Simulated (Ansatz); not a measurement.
## LiNbO3: transverse stress against strain

LiNbO3 (R3c, 10.897 Å³/atom and stress up to 0.01 GPa in the relaxed cell, c along z) under a strain ε along c (axis z), the other axes held. PBE in Ansatz, a plane-wave DFT program (PAW, default set), 420 eV, 8×8×8 Γ-centred mesh, Fermi-Dirac smearing 0.05 eV; ions are relaxed, or left where forces stay under 0.02 eV/Å, within the symmetry of each cell. Stress is positive for a compressed cell.

Here s stands for strain and y for stress xx.

| strain (%) | stress xx (GPa) |
|---|---|
| -3.00 | ? |
| -1.50 | 0.94 |
| -0.75 | 0.46 |
| 0.00 | 0.01 |
| 0.75 | -0.42 |
| 1.50 | -0.81 |

Problem. Fit y against s with a straight line, and predict the withheld value at s = -3.00.

Solution. Means: s 0, y 0.036. About the means, the sum of products is -3.2850 and the sum of squares of s is 5.6250; the slope is their ratio. Least squares gives y = 0.036 - 0.5840·s. Residuals (row less fit): 0.028, -0.014, -0.026, -0.018, 0.030; standard error 0.031 (degrees of freedom: 3). The slope gives the elastic constant C13 = 58 ± 1 GPa (± standard error of the fit, which holds the terms cut off). At the withheld row, y = 0.036 - 0.5840 × (-3.00) = 1.788 GPa. The calculation gives 2.03 GPa, 0.242 GPa above the prediction (8.5 % of the range of y in the table). The row lies outside the fitted rows, so this is an extrapolation. From the scatter of the fitted rows alone, a prediction at this place has a standard error of 0.052 GPa, so the miss is 4.7 times that.

A polynomial of degree 2 through the 8 other runs of the series gives 2.01 there, so most of the miss is curvature that the fit leaves out. The start is a measured cell from the literature; how it stands against other phases or cation orders wasn't checked. Rows are the converged runs of the series near zero and its far end; series whose fitted rows scatter by over a few per cent of the range, as at a crossing or softening among them, aren't shown in this form, nor equations of state whose B0' disagrees with the runs' pressures. Most that stay on the fit to the last digits aren't either.
